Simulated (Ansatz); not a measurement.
Start from SiC in the zinc blende structure (space group F-43m, No. 216; a = 4.329 Å).

All numbers come from plane-wave PAW DFT at the LDA level (Ansatz, a quantum-chemistry and plane-wave program, 420 eV), no SOC.

Before the change:

The band gap is 1.30 eV and the gap character is indirect, Γ → X. The hole mass is 0.39, 0.59, 0.59 mₑ (at Γ) and the shortest interatomic distance is 1.875 Å.

Modification: a hydrostatic pressure of 30 GPa.

What does the calculation give for the band gap, gap character, hole mass and shortest interatomic distance after the change?

The band gap falls by 0.10 eV (1.30 eV → 1.20 eV); the gap character remains indirect, Γ → X; the hole mass (degenerate bands, along [100]) changes from 0.39, 0.59, 0.59 mₑ (at Γ) to 0.44, 0.60, 0.60 mₑ (at Γ); the shortest interatomic distance falls by 0.0654 Å, from 1.875 Å to 1.809 Å.

Load acts through the strain it causes; cell and atoms are relaxed under it. Masses are band curvatures over ±0.01 Å⁻¹ around the edge. Stability against distortions was not tested. No other phases were tried under pressure.
